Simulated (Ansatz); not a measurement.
Base system: Rb in the bcc (W type) structure (space group Im-3m, No. 229; a = 5.6752 Å; relaxed with 0.1 eV smearing).

Computed with plane-wave PAW DFT at the PBE level (Ansatz, an electronic-structure program, 420 eV), spin-orbit coupling left out.

Base values:

```
Quantity   Result
--------  -------
Pressure  0.0 GPa
```

Now apply this change: an isotropic linear strain of +1.50 %, atoms relaxed at fixed cell.

### Question
Estimate the effect on the energy relative to the base.

### Answer
The energy goes up by 1.6 meV/atom.

### Question
What does the calculation give for the pressure after the change?

### Answer
The pressure is nearly the same (0.0 GPa against -0.1 GPa).

Stability against distortions was not tested. The final runs are not spin-polarised.
